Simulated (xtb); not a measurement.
xtb 6.7.1, GFN2-xTB: Si(OH)2(OSiMe3)2 (C[Si](C)(C)O[Si](O)(O)O[Si](C)(C)C), 33 atoms. The geometry is a generated start, not checked to be a minimum at this level.

```
Quantity                  Result
-----------------  -------------
run flags                 --grad
method                  GFN2-xTB
--acc                1 (default)
--etemp (K)        300 (default)
basis functions               90
valence electrons             80
```

One run each on 1 thread. Values of broydamp tried: 0.02, 0.05, 0.1, 0.2, 0.4 (default), 0.6, 0.8, 1.

Question: Predict the course of the SCC iterations along this series.

Answer: Fewest SCC iterations, within one of each other: 0.4 (default) with 13, 0.6 with 14, 0.8 with 14, 1 with 14. The count rises to 22 at 0.02. All converge to one solution.

| broydamp | SCC iterations | end |
|---|---|---|
| 0.02 | 22 | same solution |
| 0.05 | 20 | same solution |
| 0.1 | 17 | same solution |
| 0.2 | 15 | same solution |
| 0.4 (default) | 13 | same solution |
| 0.6 | 14 | same solution |
| 0.8 | 14 | same solution |
| 1 | 14 | same solution |
